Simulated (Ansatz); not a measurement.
Cl on the 1x1 (0001) surface of hcp Sc, one in a 2x2 cell, started at the site 'bridge Sc-Sc (span 3.3 Å)'

Method: r2SCAN, at the PBE geometry (plane waves to 500 eV, PAW; Ansatz, a first-principles code).

Set-up: 17 atoms, 7.6 Å thick at the start under the adsorbate (thin: gaps and levels are the slab's own); mesh 5x5x1; 0.1 eV smearing; dipole correction on; single point; on the structure that PBE left under its start's symmetry; no spin, no spin-orbit, no U, no dispersion correction. At the end it is bonded to 3 Sc. In PBE it is, or lies within 0.03 eV of, the lowest of the starts that converged; the order may differ at this level.

```yaml
adsorption energy against ½ Cl2(g) at the same level: -4.30 eV
work_function_of_the_top_face: 3.42 eV
change_of_the_work_function: -0.23 eV
change_of_the_step_from_the_bottom_to_the_top_vacuum_level_against_the_clean_slab: -0.23 eV
height of the binding atom over the mean of the host atoms within 0.3 Å of the top one: 1.875 Å
nearest_host_atoms_of_the_binding_atom: Sc at 2.64 Å, Sc at 2.64 Å, Sc at 2.64 Å
note: in the relaxation the adsorbate left its starting site by 0.9 Å
cost: around 2.5 core-minutes (rough)
```

A negative adsorption energy means that the adsorbate is more stable on the surface than in its reference.
